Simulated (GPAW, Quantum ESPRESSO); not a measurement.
A GPAW input for a self-consistent single point of HfBe2 (P6/mmm, 3 atoms in the cell) (DFT LDA (Perdew-Wang 92), plane waves, GPAW PAW datasets LDA (gpaw-data 1.0.1)):

```python
from ase import Atoms
from ase.units import GPa
from gpaw import GPAW

atoms = Atoms(['Hf', 'Be', 'Be'],
              cell=[[3.703910, 0.000000, 0.000000],
                    [-1.851955, 3.207680, 0.000000],
                    [0.000000, 0.000000, 3.106561]],
              scaled_positions=[[0.000000, 0.000000, 0.000000],
                                [0.333333, 0.666667, 0.500000],
                                [0.666667, 0.333333, 0.500000]],
              pbc=True)

calc = GPAW(mode={'name': 'pw', 'ecut': 800},
            xc='LDA',
            kpts={'size': (10, 10, 10), 'gamma': True},
            occupations={'name': 'methfessel-paxton', 'width': 0.05, 'order': 0},
            nbands=-9,
            symmetry={'symmorphic': False, 'tolerance': 0.0005},
            maxiter=120)

atoms.calc = calc

energy = atoms.get_potential_energy()
print('Energy (eV):', round(energy, 6))
forces = atoms.get_forces()
print('Forces (eV/Ang):')
print(forces.round(5))
stress = atoms.get_stress()
print('Stress (GPa, Voigt):', (stress / GPa).round(4))
```

Problem. Write the same calculation as an input for Quantum ESPRESSO.

Solution. One input that does it (others would too):

```fortran
&CONTROL
   calculation = 'scf'
   prefix = 'run'
   outdir = './work'
   pseudo_dir = './'
   tprnfor = .true.
   tstress = .true.
/
&SYSTEM
   ibrav = 4
   celldm(1) = 6.9993753230
   celldm(3) = 0.838724773077
   nat = 3
   ntyp = 2
   ecutwfc = 40
   ecutrho = 320
   occupations = 'smearing'
   smearing = 'gaussian'
   degauss = 0.0036749
/
&ELECTRONS
   conv_thr = 1.0d-9
/
ATOMIC_SPECIES
Hf   178.4900  hf_lda_v1.uspp.F.UPF
Be     9.0122  be_lda_v1.4.uspp.F.UPF
ATOMIC_POSITIONS {crystal}
Hf    0.0000000000    0.0000000000    0.0000000000
Be    0.3333333333    0.6666666667    0.5000000000
Be    0.6666666667    0.3333333333    0.5000000000
K_POINTS {automatic}
10 10 10  0 0 0
```

Basis settings and potentials, where a program has them, do not carry over. This input uses DFT, LDA (PZ), plane waves, GBRV 1.5 ultrasoft (LDA) pseudopotentials. LDA parametrisations can differ slightly between programs. Both were run: pressure 2.63 GPa in GPAW and 1.59 in Quantum ESPRESSO.

On Quantum ESPRESSO: the starting cell comes from a database of computed structures (which also holds hypothetical and non-ambient phases and stackings), without a prior relaxation at this level. For this run, on top of that: lattice scaled by 0.98.

On GPAW: the starting cell comes from a database of computed structures (which also holds hypothetical and non-ambient phases and stackings), without a prior relaxation at this level. For this run, on top of that: lattice scaled by 0.98.
